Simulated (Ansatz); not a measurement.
The starting structures come from a database of crystals and need not be the phases stable at ambient conditions.

 Where the default PAW files enter, the runs use the earlier of Ansatz's two default sets.

Tunnelling through a barrier is set by its complex band structure: the current falls as exp(−2κd) with the smallest κ.

Consider the following.

```
KF2H
1.0
    5.67880     0.00000     0.00000
    0.00000     5.67880     0.00000
    2.83940    -2.83940     3.40386
K H F
2 2 4
Direct
  0.25000   0.75000   0.50000
  0.75000   0.25000   0.50000
  0.50000   0.00000   0.00000
  0.00000   0.50000   0.00000
  0.64290   0.85710   0.00000
  0.35710   0.14290   0.00000
  0.14290   0.64290   0.00000
  0.85710   0.35710   0.00000
```

Space group of this cell: I4/mcm. The cell was relaxed by PBE-D3(BJ); by r2SCAN its mean pressure is -1.4 GPa.

Transport runs along the normal of the first two printed cell vectors, the (001) plane of the conventional cell.

The gap is the functional's own, uncorrected, and κ follows it; spin-orbit coupling is left out. Mid-gap values are interpolated between the computed energies.

Task: Predict the band gap and the smallest decay constant κ at mid-gap from r2SCAN run with Ansatz (a quantum-chemistry and plane-wave program).

Result: Gap 7.84 eV on a 10×10×10 mesh; κ = 0.612 1/Å, at the zone centre.
